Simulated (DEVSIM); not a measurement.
Structure: Au/SiO2/n-Si capacitor, at 300 K.

Layer 1 from the left is SiO2, thickness (nm) 1.20. Layer 2 from the left is Si, thickness (nm) 4400, Nd (cm⁻³) 1.7e16.

Metal gate on the left, work function 5.1 eV. Fixed charge at the semiconductor interface -3.45e12 cm⁻² (in units of +e); interface traps 4.2e10 cm⁻² eV⁻¹, uniform in energy, neutral level at 0.3 of the gap above the valence band.

The device is made up for the run: typed textbook-type constants, with dimensions and the other settings drawn at random. Values at 300 K.

SiO2: gap (eV) 9, affinity (eV) 0.9, permittivity 3.9. Si: gap (eV) 1.124, affinity (eV) 4.05, permittivity 11.7, Nc (cm⁻³) 2.86e19, Nv (cm⁻³) 3.1e19.

Model (solved in DEVSIM): 1D Poisson equation in equilibrium, Boltzmann statistics, complete ionisation; no quantum confinement or tunnelling. Metal contacts follow the ideal Schottky-Mott rule: no Fermi-level pinning, no interface dipoles.

Task: What does the simulation give for the flat-band voltage, the minimum of the low-frequency capacitance, the threshold voltage (band bending 2φF)?

Result: flat-band voltage 1.05 V; minimum of the low-frequency capacitance 0.0548 μF/cm²; threshold voltage (band bending 2φF) 0.29 V.
